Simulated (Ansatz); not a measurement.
**Hypothetical zinc blende KI: element substitutions**

Start from KI in the zinc blende structure (space group F-43m, No. 216; a = 7.991 Å; a hypothetical phase, not in the database extracts checked).

Each row replaces one element on all its sites; cell and atoms are relaxed.

Levels (all Ansatz, a program for electronic structure, PAW): PBE (420 eV, no spin-orbit coupling); r2SCAN (500 eV, scalar-relativistic without spin-orbit coupling).

The base cell above is that of PBE; each level relaxes its own structures.

| case | band gap, PBE | band gap, r2SCAN |
|---|---|---|
| K → Sc | zero | zero |
| I → F | 5.06 eV | ? |
| K → Cs | 3.72 eV | ? |
| I → C | zero | zero |

Complete the table.


- I → F, band gap, r2SCAN: 5.74 eV
- K → Cs, band gap, r2SCAN: 4.29 eV

The two levels differ by at most about 0.69 eV. They put the cases in the same order.

The magnetic state is the one reached from the starting moments; the real material's order can differ, and small cells can't hold many antiferromagnetic ones. With I present, leaving out spin-orbit coupling can change the band edges. No phonon test of stability was made. As relaxed here, ScI, KF, CsI and KC are hypothetical phases, not in the database extracts checked. Spin-polarised in the final run: PBE ScI and r2SCAN ScI; the other runs are not. An odd electron count without spin: KC.
